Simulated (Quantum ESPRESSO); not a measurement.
**Short convergence ladders for ScPd3 (P4mm, 4 atoms in the cell)**

```
CELL_PARAMETERS angstrom
      3.99955     0.00000     0.00000
      0.00000     3.99955     0.00000
      0.00000     0.00000     3.99955
ATOMIC_POSITIONS crystal
  Sc 0.00000 0.00000 0.01250
  Pd 0.50000 0.50000 0.00000
  Pd 0.00000 0.50000 0.50000
  Pd 0.50000 0.00000 0.50000
```

Base method: PBEsol, PSlibrary PAW (PBE) pseudopotentials (plane waves; Quantum ESPRESSO 7.5).

Base settings: ecutwfc = 55 Ry; ecutrho = 660 Ry; occupations = smearing; smearing = gauss; degauss = 0.0073499 Ry; input_dft = pbesol; potentials = {Sc: Sc.pbe-spn-kjpaw_psl.1.0.0.UPF, Pd: Pd.pbe-n-kjpaw_psl.1.0.0.UPF}; K_POINTS = automatic 3 3 3 0 0 0; conv_thr = 1e-09 Ry; mixing_beta = 0.4.

The count of work is k-points × plane waves × bands × iterations; it is no time. 

**The cutoff for other potential files**

Level: DFT, PBEsol, plane waves, SSSP 1.1.2 precision (PBE) pseudopotentials.

In this ladder: pseudopotentials = {Sc: Sc.pbe-spn-kjpaw_psl.0.2.3.UPF, Pd: Pd_ONCV_PBE-1.0.oncvpsp.upf}. Moved along: ecutrho.

The second cell is the first with its lattice scaled by 0.98.

The mesh stays at the base's, so the ladder's end is converged at best in this setting alone.

Only quantities that move along the ladder and can be compared are tabulated.

| ecutwfc | free energy less the last step's (meV/atom) | energy of the compressed cell less the first (meV/atom) | pressure (GPa) | largest difference of a force vector from the last step's (eV/Å) | count of work / last |
|---|---|---|---|---|---|
| 34 Ry | 653.30 | -26.93 | -56.17 | 0.058 | 0.11 |
| 41 Ry | 54.35 | -9.03 | -11.36 | 0.001 | 0.14 |
| 52 Ry | 17.62 | -10.29 | -6.71 | 0.001 | 0.21 |
| 64 Ry | 7.99 | -10.26 | -6.57 | 0.000 | 0.28 |
| 75 Ry | 5.20 | -10.36 | -6.55 | 0.001 | 0.35 |
| 112 Ry | 0.37 | -10.36 | -6.42 | 0.000 | 0.65 |
| 150 Ry | 0.00 | -10.36 | -6.42 | 0.000 | 1.0 |

Coarsest ecutwfc that holds the energy of the compressed cell less the first within 0.5 meV/atom of the last step, with all finer ones: 52 Ry, at 0.21 of the last step's count of work; the step before is off by 1.3 meV/atom.

Coarsest ecutwfc that holds the pressure within 0.2 GPa of the last step, with all finer ones: 64 Ry, at 0.28 of the last step's count of work; the step before is off by 0.29 GPa.

Coarsest ecutwfc that holds the free energy within 2 meV/atom of the last step, with all finer ones: 112 Ry; the step before is off by 5.2 meV/atom.

The energy difference between the two cells stays within 1 meV/atom of the last step's from 52 Ry on, the total only from 112 Ry on: much of the error is common to both cells and cancels.

At the lowest cutoff the pressure lies 49.7 GPa under the last step's, the usual sign of Pulay stress in an incomplete plane-wave basis.

**The density cutoff**

The second cell is the first with its lattice scaled by 0.98.

The mesh stays at the base's, so the ladder's end is converged at best in this setting alone.

Only quantities that move along the ladder and can be compared are tabulated.

| ecutrho | free energy less the last step's (meV/atom) | energy of the compressed cell less the first (meV/atom) | pressure (GPa) | largest difference of a force vector from the last step's (eV/Å) |
|---|---|---|---|---|
| 110 Ry | -16.98 | -4.88 | -3.98 | 0.050 |
| 165 Ry | -1.90 | -5.58 | -6.07 | 0.003 |
| 220 Ry | -0.24 | -5.80 | -6.07 | 0.001 |
| 275 Ry | -0.20 | -5.78 | -6.08 | 0.000 |
| 330 Ry | -0.09 | -5.79 | -6.08 | 0.000 |
| 550 Ry | -0.02 | -5.79 | -6.08 | 0.000 |
| 660 Ry | -0.01 | -5.79 | -6.08 | 0.000 |
| 880 Ry | 0.00 | -5.79 | -6.08 | 0.000 |

Coarsest ecutrho that holds the forces within 0.01 eV/Å of the last step, with all finer ones: 165 Ry; the step before is off by 0.050 eV/Å.

Coarsest ecutrho that holds the pressure within 0.05 GPa of the last step, with all finer ones: 165 Ry; the step before is off by 2.1 GPa.

Coarsest ecutrho that holds the energy of the compressed cell less the first within 0.2 meV/atom of the last step, with all finer ones: 220 Ry; the step before is off by 0.22 meV/atom.

The energy difference between the two cells stays within 1 meV/atom of the last step's from 110 Ry on, the total only from 220 Ry on: much of the error is common to both cells and cancels.

On the base run: the starting cell comes from a database of computed structures (which also holds hypothetical and non-ambient phases and stackings), without a prior relaxation at this level. Its lattice was rescaled by up to half a per cent. One atom was moved a little off its site on purpose. Spin polarisation is off. In the base run, with a pressure of about -6 GPa the cell is away from its equilibrium volume at this level. Without a gap this mesh is coarse (it stands for a supercell whose shortest vector is 12 Å).
